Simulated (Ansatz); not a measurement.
# A constructed model of the (111)A surface of 3C silicon carbide, Si-terminated, (√3x√3)R30° Bi adatom at H3 (bottom of the slab: 3 H on 3 bottom sites)

Calculation: r2SCAN, at the PBE geometry (plane waves to 500 eV, PAW; Ansatz, a quantum-chemistry and plane-wave program).

Slab: 28 atoms, 11.4 Å thick at the start with caps and adatoms (thin: gaps and levels are the slab's own); k 6x6x1, smearing 0.025 eV, dipole-corrected; single point; on the structure that PBE left under its start's symmetry; no spin, no spin-orbit, no U. In PBE it lies 0.11 eV a 1x1 cell over the lowest computed structure of the same composition ((√3x√3)R30° Bi adatom at T4).

```
Property                                                               Result
-----------------------------------------------  ----------------------------
gap of the slab on its k-mesh                                         1.65 eV
highest filled level below the top vacuum level                       5.21 eV
cost                                             very roughly 70 core-seconds
```
